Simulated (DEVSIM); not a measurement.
Structure: abrupt Ge n-p junction, at 300 K.

```csv
layer (left to right),material,thickness (μm),Nd (cm⁻³),Na (cm⁻³),τn (s),τp (s)
1,Ge,18.0,7.3e17,-,1.4e-5,1.4e-5
2,Ge,1.90,-,1.9e14,1.4e-5,1.4e-5
```

Left contact: ohmic. Right contact: ohmic. Voltage is applied to the left contact. Recombination: SRH at mid-gap, Auger. Mobility is μmin + (μ − μmin)/(1 + (N/Nref)^α).

The device is made up for the run: typed textbook-type constants, with dimensions and the other settings drawn at random. Values at 300 K.

```csv
parameter,Ge
gap (eV),0.664
affinity (eV),4
permittivity,16
Nc (cm⁻³),1.04e19
Nv (cm⁻³),6e18
μn (cm²/Vs),3900
μp (cm²/Vs),1900
"μn,min",150
"μp,min",100
"Nref,n",2.6e17
"Nref,p",4e17
αn,0.56
αp,0.6
Cn (cm⁶/s),1e-31
Cp (cm⁶/s),1e-31
```

Simulated with DEVSIM: 1D drift-diffusion, Boltzmann statistics, complete ionisation; no tunnelling, impact ionisation, image-force lowering or self-heating.

The thickness of layer 2 was swept, all else fixed.

| thickness of layer 2 (μm) | dark forward voltage at 100 A/cm² (V) |
|---|---|
| 0.38 | 0.083 |
| 0.66 | 0.116 |
| 1.1 | 0.153 |
| 1.9 | 0.186 |
| 3.2 | 0.211 |
| 5.7 | 0.239 |
| 9.5 | [?] |

Question: Some entries are withheld; supply them.

Answer: 
- 9.5, dark forward voltage at 100 A/cm² (V): 0.263
